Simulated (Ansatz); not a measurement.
Take Pb in the fcc (Cu type) structure (space group Fm-3m, No. 225; a = 4.934 Å; relaxed with 0.1 eV smearing) as the base. Axes: x, y, z lie along the cube axes.

All numbers come from DFT with PBEsol, PAW potentials and a 420 eV plane-wave cutoff in Ansatz (an electronic-structure program), no spin-orbit coupling.

Base values:

- Pressure: 0.0 GPa
- Shortest interatomic distance: 3.489 Å

The change: uniaxial strain ε_zz = +1.50 %, all other strain components held at zero; the atoms relax in the strained cell.

**Question.** Predict the new energy relative to the base, pressure and shortest interatomic distance.

**Answer.** The energy goes up by 1.2 meV/atom; the pressure (mean of the normal stresses, compression positive) goes from zero to -0.7 GPa; the shortest interatomic distance is still 3.489 Å.

No phonon test of stability was made.
